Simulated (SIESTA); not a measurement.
## SIESTA run on LaMg2H7 (P4_12_12, 40 atoms in the cell): self-consistent single point

Method: GGA PBEsol, numerical atomic orbitals DZP, PseudoDojo PBEsol standard norm-conserving potentials (rewritten from UPF to PSML) run with SIESTA.

This input was run:

```
# files in the folder: La.psml Mg.psml H.psml (PseudoDojo PBEsol standard)
SystemName  LaMg2H7
SystemLabel siesta

NumberOfAtoms                40
NumberOfSpecies              3
%block ChemicalSpeciesLabel
  1 57 La
  2 12 Mg
  3 1 H
%endblock ChemicalSpeciesLabel
LatticeConstant              1.0 Ang
%block LatticeVectors
     6.337730000    0.000000000    0.000000000
     0.000000000    6.337730000    0.000000000
     0.000000000    0.000000000    9.536230000
%endblock LatticeVectors
AtomicCoordinatesFormat      ScaledCartesian
%block AtomicCoordinatesAndAtomicSpecies
     4.884932152    1.452797848    7.152172500  1
     1.716067152    1.716067152    0.000000000  1
     1.452797848    4.884932152    2.384057500  1
     4.621662848    4.621662848    4.768115000  1
     3.320780388    1.505337630    3.788553454  2
     1.663527370    0.151915388    6.172610954  2
     3.016949612    4.832392370    8.556668454  2
     4.674202630    6.185814612    1.404495954  2
     0.151915388    1.663527370    3.363619046  2
     4.832392370    3.016949612    0.979561546  2
     6.185814612    4.674202630    8.131734046  2
     1.505337630    3.320780388    5.747676546  2
     3.373827188    2.966628036    5.925145786  3
     0.202236964    0.204962188    8.309203286  3
     2.963902812    3.371101964    1.157030786  3
     6.135493036    6.132767812    3.541088286  3
     0.204962188    0.202236964    1.227026714  3
     3.371101964    2.963902812    8.379199214  3
     6.132767812    6.135493036    5.995141714  3
     2.966628036    3.373827188    3.611084214  3
     3.601288318    0.410811659    5.447762112  3
     2.758053341    0.432423318    7.831819612  3
     2.736441682    5.926918341    0.679647112  3
     3.579676659    5.905306682    3.063704612  3
     0.432423318    2.758053341    1.704410388  3
     5.926918341    2.736441682    8.856582888  3
     5.905306682    3.579676659    6.472525388  3
     0.410811659    3.601288318    4.088467888  3
     5.077472389    2.131125090    4.710516171  3
     1.037739910    1.908607389    7.094573671  3
     1.260257610    4.206604910    9.478631171  3
     5.299990090    4.429122610    2.326458671  3
     1.908607389    1.037739910    2.441656329  3
     4.206604910    1.260257610    0.057598829  3
     4.429122610    5.299990090    7.209771329  3
     2.131125090    5.077472389    4.825713829  3
     1.635451226    4.702278773    7.152172500  3
     4.804316227    4.804316227    0.000000000  3
     4.702278773    1.635451226    2.384057500  3
     1.533413773    1.533413773    4.768115000  3
%endblock AtomicCoordinatesAndAtomicSpecies

XC.functional                GGA
XC.authors                   PBEsol
PAO.BasisSize                DZP
PAO.EnergyShift              0.005 Ry
MeshCutoff                   400 Ry
%block kgrid.MonkhorstPack
    3   0   0  0.0
    0   3   0  0.0
    0   0   2  0.0
%endblock kgrid.MonkhorstPack
OccupationFunction           MP
OccupationMPOrder            0
ElectronicTemperature        0.05 eV

MaxSCFIterations             150
SCF.Mixer.Method             Pulay
SCF.Mixer.Weight             0.25
SCF.Mixer.History            8
SCF.DM.Tolerance             1.0E-04
Diag.ParallelOverK           true
WriteForces                  true
Charge.Mulliken              end
```

Log, with long lists cut:

```
reinit: Reading from file input.fdf

reinit: System Name: LaMg2H7
reinit: System Label: siesta

coor:   Atomic-coordinates input format  =     Cartesian coordinates
coor:                                          (in units of alat)

siesta: Atomic coordinates (Bohr) and species
siesta:      9.23118   2.74539  13.51565  1        1
siesta:      3.24290   3.24290   0.00000  1        2
siesta:      2.74539   9.23118   4.50522  1        3
siesta:      8.73368   8.73368   9.01043  1        4
siesta:      6.27537   2.84468   7.15933  2        5
siesta:      3.14361   0.28708  11.66454  2        6
   [... 29 lines left out ...]
siesta:      4.02724   9.59503   9.11928  3       36
siesta:      3.09055   8.88602  13.51565  3       37
siesta:      9.07884   9.07884   0.00000  3       38
siesta:      8.88602   3.09055   4.50522  3       39
siesta:      2.89773   2.89773   9.01043  3       40

siesta: System type = bulk

initatomlists: Number of atoms, orbitals, and projectors:     40   288   332

siesta: ******************** Simulation parameters ****************************
redata: Spin configuration                          = none
redata: Time-Reversal Symmetry                      = T
redata: Number of Atomic Species                    =        3
redata: Mesh Cutoff                                 =   400.0000 Ry
redata: Net charge of the system                    =     0.0000 |e|
redata: Min. number of SCF Iter                     =        0
redata: Max. number of SCF Iter                     =      150
redata: SCF convergence failure will abort job
redata: SCF mix quantity                            = Hamiltonian
redata: Mix DM or H after convergence               =   F
redata: Recompute H after scf cycle                 =   F
redata: Mix DM in first SCF step                    =   T
redata: No kicks to SCF
redata: DM Mixing Weight for Kicks                  =     0.5000
   [... lines left out ...]
diag: Used triangular part                          = Lower
diag: Absolute tolerance                            =  0.100E-15
diag: Orthogonalization factor                      =  0.100E-05
diag: Memory factor                                 =  1.0000

superc: Internal auxiliary supercell:     5 x     5 x     3  =      75
superc: Number of atoms, orbitals, and projectors:   3000  21600  24900

                        Single-point calculation

superc: Internal auxiliary supercell:     5 x     5 x     3  =      75
superc: Number of atoms, orbitals, and projectors:   3000  21600  24900

outcell: Unit cell vectors (Ang):
        6.337730    0.000000    0.000000
        0.000000    6.337730    0.000000
        0.000000    0.000000    9.536230

outcell: Cell vector modules (Ang)   :    6.337730    6.337730    9.536230
outcell: Cell angles (23,13,12) (deg):     90.0000     90.0000     90.0000
outcell: Cell volume (Ang**3)        :    383.0400
new_DM -- step:     1
Initializing Density Matrix...

Attempting to read DM from file... Failed...
DM filled with atomic data:

InitMesh: MESH = 80 x 80 x 120 = 768000
InitMesh: Mesh cutoff (required, used) =   400.000   437.634 Ry

stepf: Methfessel-Paxton step function
       Using Hermite-Gauss polynomials of order  0
        iscf     Eharris(eV)        E_KS(eV)     FreeEng(eV)     dDmax    Ef(eV) dHmax(eV)
   scf:    1   -17101.561785   -17168.793668   -17168.793668  1.757384 -5.156816  5.613431
   scf:    2   -17174.710173   -17171.872352   -17171.872352  0.086338 -6.202539  3.790927
   scf:    3   -17175.152553   -17173.881165   -17173.881165  0.156205 -5.258116  0.350571
   scf:    4   -17173.922513   -17173.908576   -17173.908576  0.032232 -5.306440  0.100870
   scf:    5   -17173.909744   -17173.909307   -17173.909307  0.003543 -5.351961  0.027769
   scf:    6   -17173.909555   -17173.909467   -17173.909467  0.001440 -5.363933  0.021584
   scf:    7   -17173.909549   -17173.909517   -17173.909517  0.001678 -5.368695  0.002133
   scf:    8   -17173.909518   -17173.909518   -17173.909518  0.000227 -5.369517  0.001124
   scf:    9   -17173.909518   -17173.909518   -17173.909518  0.000041 -5.369435  0.000537
SCF Convergence by DM+H criterion
max |DM_out - DM_in|         :     0.0000411678
max |H_out - H_in|      (eV) :     0.0005372865
SCF cycle converged after 9 iterations

Using DM_out to compute the final energy and forces

siesta: E_KS(eV) =           -17173.9095

siesta: E_KS - E_eggbox =    -17173.9095

siesta: Atomic forces (eV/Ang):
     1    0.088811   -0.088811    0.000000
     2    0.088811    0.088811   -0.000000
     3   -0.088811    0.088811   -0.000000
   [... 37 lines left out ...]
   Tot    0.000000    0.000000    0.000000
   Max    0.153783
   Res    0.062314    sqrt( Sum f_i^2 / 3N )
   Max    0.153783    constrained

Stress tensor Voigt[x,y,z,yz,xz,xy] (kbar):      -13.91      -13.91      -15.78       -0.00        0.00        0.00
(Free)E + p*V (eV/cell)   -17170.4350
Target enthalpy (eV/cell)   -17173.9095

siesta: Program's energy decomposition (eV):
siesta: Ebs     =     -5031.939316
siesta: Eions   =     22160.670200
siesta: Ena     =      2701.888630
siesta: Ekin    =      8627.967873
siesta: Enl     =     -3545.081924
siesta: Eso     =         0.000000
siesta: Edftu   =         0.000000
siesta: DEna    =        54.532819
siesta: DUscf   =        13.736803
siesta: DUext   =         0.000000
siesta: Ex      =     -2653.143934
siesta: Ec      =      -213.139584
siesta: Exc     =     -2866.283518
siesta: Eharris =    -17173.909518
siesta: Etot    =    -17173.909518
siesta: FreeEng =    -17173.909518

siesta: Atomic forces (eV/Ang):
siesta:      1    0.088811   -0.088811    0.000000
siesta:      2    0.088811    0.088811   -0.000000
siesta:      3   -0.088811    0.088811   -0.000000
siesta:      4   -0.088811   -0.088811    0.000000
siesta:      5    0.013933    0.053266    0.032219
siesta:      6   -0.053266    0.013933    0.032219
   [... 30 lines left out ...]
siesta:     37   -0.005090    0.005090    0.000000
siesta:     38   -0.005090   -0.005090   -0.000000
siesta:     39    0.005090   -0.005090    0.000000
siesta:     40    0.005090    0.005090   -0.000000
siesta: ----------------------------------------
siesta:    Tot    0.000000    0.000000    0.000000

siesta: Stress tensor (static) (eV/Ang**3):
   [... lines left out ...]
siesta: Cell volume =        383.040049 Ang**3
siesta:          14.53313420         13.81221946  kBar
   [... lines left out ...]
   8  9.065   1.983   0.437  -0.032   2.014   2.013   2.012   0.158   0.215
              0.265
   9  9.065   1.983   0.437  -0.032   2.012   2.013   2.014   0.265   0.215
              0.158
  10  9.065   1.983   0.437  -0.032   2.014   2.013   2.012   0.158   0.215
              0.265
  11  9.065   1.983   0.437  -0.032   2.012   2.013   2.014   0.265   0.215
              0.158
  12  9.065   1.983   0.437  -0.032   2.014   2.013   2.012   0.158   0.215
              0.265

Species: H
Atom  Qatom  Qorb
               1s      1s      2Ppy    2Ppz    2Ppx
  13  1.380   1.349  -0.013   0.012   0.015   0.017
  14  1.380   1.349  -0.013   0.017   0.015   0.012
  15  1.380   1.349  -0.013   0.012   0.015   0.017
   [... 25 lines left out ...]

mulliken: Qtot =      152.000

Mulliken Atomic Populations:
Atom #   charge [q] valence [e]  Species
     1     1.283863    9.716137  La
     2     1.283863    9.716137  La
     3     1.283864    9.716136  La
     4     1.283864    9.716136  La
     5     0.934508    9.065492  Mg
     6     0.934508    9.065492  Mg
     7     0.934508    9.065492  Mg
     8     0.934508    9.065492  Mg
     9     0.934508    9.065492  Mg
    10     0.934508    9.065492  Mg
    11     0.934508    9.065492  Mg
    12     0.934508    9.065492  Mg
    13    -0.380373    1.380373  H
    14    -0.380373    1.380373  H
    15    -0.380373    1.380373  H
   [... 25 lines left out ...]
 Total     0.000000
```

The run converged in 9 iterations.

The starting cell comes from a database of computed structures (which also holds hypothetical and non-ambient phases and stackings), without a prior relaxation at this level. Values carry the incompleteness of an atom-centred basis.

Cost on one core of a shared machine: roughly 3 min.
